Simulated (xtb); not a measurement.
xtb 6.7.1, GFN2-xTB: Sb(Et)3 (C[CH2][Sb]([CH2]C)[CH2]C), 22 atoms. The geometry is a generated start, not checked to be a minimum at this level.

- run flags = --grad
- method = GFN2-xTB
- --acc = 1 (default)
- --etemp (K) = 300 (default)
- basis functions = 49
- valence electrons = 44

```xyz
22

Sb     0.2322    -0.2456     1.5403
C      1.6565     0.9733     0.3700
C      1.1113     1.6244    -0.8833
H      2.4888     0.3109     0.1288
H      2.0321     1.7379     1.0507
H      0.3064     2.3169    -0.6440
H      0.7318     0.8832    -1.5829
H      1.8995     2.1865    -1.3865
C     -1.5916     0.1633     0.3886
C     -2.3393     1.3756     0.9103
H     -2.2148    -0.7277     0.4678
H     -1.3260     0.3064    -0.6566
H     -1.7215     2.2711     0.8455
H     -2.6268     1.2393     1.9531
H     -3.2445     1.5472     0.3275
C      0.6786    -2.1464     0.5218
C      0.5796    -2.1234    -0.9893
H     -0.0088    -2.8854     0.9335
H      1.6854    -2.4283     0.8294
H      1.2872    -1.4157    -1.4167
H     -0.4240    -1.8536    -1.3114
H      0.8078    -3.1100    -1.3965
```

One run each on 1 thread. Values of broydamp tried: 0.02, 0.05, 0.1, 0.2, 0.4 (default), 0.6, 0.8, 1.

**Question.** Which value of broydamp needs the fewest SCC iterations, and what happens away from it?

**Answer.** Fewest SCC iterations, within one of each other: 0.2 with 13, 0.4 (default) with 12, 0.6 with 13, 0.8 with 13. The count rises to 19 at 0.02. All converge to one solution.

```json
[
 {"broydamp": "0.02", "SCC iterations": "19", "end": "same solution"},
 {"broydamp": "0.05", "SCC iterations": "17", "end": "same solution"},
 {"broydamp": "0.1", "SCC iterations": "15", "end": "same solution"},
 {"broydamp": "0.2", "SCC iterations": "13", "end": "same solution"},
 {"broydamp": "0.4 (default)", "SCC iterations": "12", "end": "same solution"},
 {"broydamp": "0.6", "SCC iterations": "13", "end": "same solution"},
 {"broydamp": "0.8", "SCC iterations": "13", "end": "same solution"},
 {"broydamp": "1", "SCC iterations": "15", "end": "same solution"}
]
```
